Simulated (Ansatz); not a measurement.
SiO2 (P4₁2₁2, No. 92), treated with rVV10 in Ansatz (PAW).

Run with plane-wave cutoff 520 eV, 8×8×6 k mesh (along the axes of the cell as run), Fermi–Dirac smearing 0.01 eV, scalar-relativistic PAW data made under PBE.

Cell (relaxed at this level):

```xyz
12
Lattice="4.9443 0.0000 0.0000 0.0000 4.9443 0.0000 0.0000 0.0000 6.8220" Properties=species:S:1:pos:R:3 pbc="T T T"
Si     1.5378     1.5378     0.0000
Si     4.0099     0.9344     5.1165
Si     0.9344     4.0099     1.7055
Si     3.4066     3.4066     3.4110
O      1.1587     0.6273     1.2990
O      3.6308     1.8449     3.8175
O      1.3135     3.0995     0.4065
O      3.7857     4.3171     4.7100
O      4.3171     3.7857     2.1120
O      1.8449     3.6308     3.0045
O      3.0995     1.3135     6.4155
O      0.6273     1.1587     5.5230
```

Predict the bulk modulus and band gap.


bulk modulus: 18.3 GPa
band gap: 5.27 eV (direct)

Note: the bulk modulus comes from volumes at which shape and atoms were relaxed.

Ansatz is a quantum-chemistry and plane-wave program.
